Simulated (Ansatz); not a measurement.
Consider CuAu (space group P4/mmm, No. 123; relaxed with 0.1 eV smearing).

```yaml
crystal:
  lattice:
    - [2.81285, 0.00000, 0.00000]
    - [0.00000, 2.81285, 0.00000]
    - [0.00000, 0.00000, 3.59296]
  atoms:
    - { symbol: Cu, position: [0.00000, 0.00000, 0.00000] }
    - { symbol: Au, position: [0.50000, 0.50000, 0.50000] }
```

Cartesian axes are those of the cell as printed.

Calculations: PBEsol (Ansatz, a program for electronic structure), spin-orbit coupling left out.

The change: the cell is stretched by 1.00 % along x with no lateral relaxation; the atoms relax in the strained cell.

Task: How does this affect the energy relative to the base and stress?

Result: The energy increases by 0.9 meV/atom; the stress (xx, yy, zz, yz, xz, xy; compression positive) amounts to (-2.0, -1.4, -1.6, 0.0, 0.0, 0.0) GPa.

Stability against distortions was not tested. All final runs are without spin polarisation.
